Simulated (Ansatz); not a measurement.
Base system: Na in the bcc (W type) structure (space group Im-3m, No. 229; a = 4.1735 Å; relaxed with 0.1 eV smearing).

Calculations: PBEsol (Ansatz, a first-principles code), no spin-orbit coupling.

Strains are applied to the cell and any free atomic positions relax.

One change was made to it. Results:

```json
[
 {"quantity": "energy relative to the base (free energy F)", "base": "0 meV/atom", "after": "+3.4 meV/atom"},
 {"quantity": "pressure", "base": "0.0 GPa", "after": "0.5 GPa"}
]
```

What was done to the base?
(A) isotropic strain −3.00 %
(B) isotropic strain −2.00 %
(C) isotropic strain −1.00 %

B, isotropic strain −2.00 %. For comparison, the energy relative to the base in the other runs: isotropic strain −3.00 % gives +7.8 meV/atom; isotropic strain −1.00 % gives +0.8 meV/atom.

Stability against distortions was not tested.
